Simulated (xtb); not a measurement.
xtb 6.7.1, GFN1-xTB: Zn(Me)2(tmeda) triplet (C[N]1(C)CC[N](C)(C)->[Zn]<-1([CH3])[CH3]), charge 0, multiplicity 3, 33 atoms. The geometry is a generated start, not checked to be a minimum at this level.

```yaml
method: GFN1-xTB
"--acc": 1 (default)
"--etemp (K)": 300 (default)
detailed input (--input): "none: ANC optimiser, Lindh (1995) Hessian, microcycle=20, maxdispl=1.0, hlow=0.01 (default)"
basis_functions: 88
valence_electrons: 66
```

Charge 0 and multiplicity 3 are set for this test and not shown to be the ground state. GFN-xTB has no spin term: --uhf 2 sets the occupations alone.

The structure is relaxed from this start with --opt LEVEL for the levels crude, sloppy, loose, lax, normal, tight, vtight, extreme, once each. Up to the end of the extreme run atoms move by at most 2.8 Å along an axis.

### Question
Which level is enough to come within 20 meV of the tightest end point?

### Answer
vtight: 260 cycles against 260, ending 0.000 meV above.

```csv
level,cycles,energy above the extreme run (meV),gradient norm (eV/Å)
crude,11,200,0.18
sloppy,12,200,0.092
loose,13,200,0.18
lax,15,200,0.099
normal,17,200,0.021
tight,21,200,0.011
vtight,260,under 0.01,0.0083
extreme,260,—,0.0083
```
